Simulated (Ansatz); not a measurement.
Consider MgTe in the wurtzite structure (space group P6_3mc, No. 186; a = 4.5089 Å, c = 7.3377 Å). Axes: x lies along a and z along c of the hexagonal cell.

Method: LDA (Ansatz, a program for electronic structure), spin-orbit coupling left out.

Now apply this change: uniaxial strain ε_zz = −0.60 %, all other strain components held at zero, atoms relaxed at fixed cell.

**Question.** Predict the stress tensor and what it implies for the stiffness.

**Answer.** Stress of the strained cell less that of the base (GPa, compression positive):
```
   0.17    0.00    0.00
   0.00    0.17    0.00
   0.00    0.00    0.36
```

Then −Δσ_ii/ε with ε = -0.0060 gives relaxed-ion elastic constants: C33 ≈ 61 GPa.

Whether these cells are dynamically stable was not tested.
